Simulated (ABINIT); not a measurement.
Input and output of a self-consistent single point for Al (Fm-3m, 1 atom in the cell) (ABINIT).

Method: LDA (PW92), norm-conserving pseudopotentials (PseudoDojo nc-sr-04 LDA standard) (plane waves; ABINIT).

```
Al
1.0
    0.00000     2.06187     2.06187
    2.06187     0.00000     2.06187
    2.06187     2.06187     0.00000
Al
1
Direct
  0.00000   0.00000   0.00000
```

Reference input (self-consistent single point, DFT, PBE, plane waves, norm-conserving pseudopotentials (PseudoDojo nc-sr-05 PBE standard)): pseudos = [Al.upf]; ecut = 40 Ry; occopt = 7; tsmear = 0.00183747 Ha; ngkpt = 11 11 11; nshiftk = 1; shiftk = 0 0 0; potentials = PseudoDojo nc-sr-05 PBE standard; nband = 7; kptopt = 1; nstep = 60; toldfe = 1e-09 Ha. This run's input differs from it in these lines:

```diff
@@ -1,2 +1,2 @@
-# Al, PseudoDojo nc-sr-05 PBE standard
+# Al, PseudoDojo nc-sr-04 LDA standard
 pp_dirpath "./"
@@ -15,3 +15,3 @@
       Angstrom
-ecut 40 Ry
+ecut 44 Ry
 occopt 7
```

Its files differ too (potentials: PseudoDojo nc-sr-05 PBE standard → PseudoDojo nc-sr-04 LDA standard).

Output, abridged:

```
--- !BeginCycle
solver: {iscf: 7, nstep: 60, nline: 4, wfoptalg: 0, }
tolerances: {toldfe: 1.00E-09, }
...

     iter   Etot(hartree)      deltaE(h)  residm     vres2
 ETOT  1  -2.3601958608892    -2.360E+00 3.795E-02 9.359E-01
 ETOT  2  -2.3618555882601    -1.660E-03 6.782E-03 4.356E-02
 ETOT  3  -2.3618612240394    -5.636E-06 4.540E-03 1.501E-04
 ETOT  4  -2.3618612493333    -2.529E-08 1.950E-03 4.856E-07
 ETOT  5  -2.3618612494157    -8.246E-11 4.788E-04 5.757E-09
 ETOT  6  -2.3618612494167    -1.008E-12 3.249E-04 1.527E-11
 At SCF step    6, etot is converged :
  for the second time, diff in etot=  1.008E-12 < toldfe=  1.000E-09

 Cartesian components of stress tensor (hartree/bohr^3)
  sigma(1 1)=  2.40522344E-04  sigma(3 2)=  0.00000000E+00
  sigma(2 2)=  2.40522344E-04  sigma(3 1)=  0.00000000E+00
  sigma(3 3)=  2.40522344E-04  sigma(2 1)=  0.00000000E+00

 ----iterations are completed or convergence reached----

 reduced coordinates (array xred) for    1 atoms
       0.000000000000      0.000000000000      0.000000000000
 cartesian forces (eV/Angstrom) at end:
    1     -0.00000000000000    -0.00000000000000    -0.00000000000000
 frms,max,avg= 0.0000000E+00 0.0000000E+00   0.000E+00  0.000E+00  0.000E+00 e/A
 length scales=  5.510309452800  5.510309452800  5.510309452800 bohr
   [... lines left out ...]
 Fermi (or HOMO) energy (hartree) =   0.25722   Average Vxc (hartree)=  -0.35806
 Fermi (or HOMO) energy (eV) =   6.99944   Average Vxc (eV)=  -9.74329
   [... lines left out ...]
total_energy        : -2.36186124941674E+00
total_energy_eV     : -6.42695130819382E+01
band_energy         :  3.00525757524809E-01
...

-Cartesian components of stress tensor (GPa)         [Pressure= -7.0764E+00 GPa]
- sigma(1 1)=  7.07641049E+00  sigma(3 2)=  0.00000000E+00
- sigma(2 2)=  7.07641049E+00  sigma(3 1)=  0.00000000E+00
- sigma(3 3)=  7.07641049E+00  sigma(2 1)=  0.00000000E+00

 Calculation completed.
```

The run converged in 6 iterations. Against the reference run the pressure goes from -4.36 to -7.08 GPa.

The starting cell comes from a database of computed structures (which also holds hypothetical and non-ambient phases and stackings), without a prior relaxation at this level. Its lattice was rescaled by a random factor within 2.5 % of one. With a pressure of about -7 GPa the cell is away from its equilibrium volume at this level.
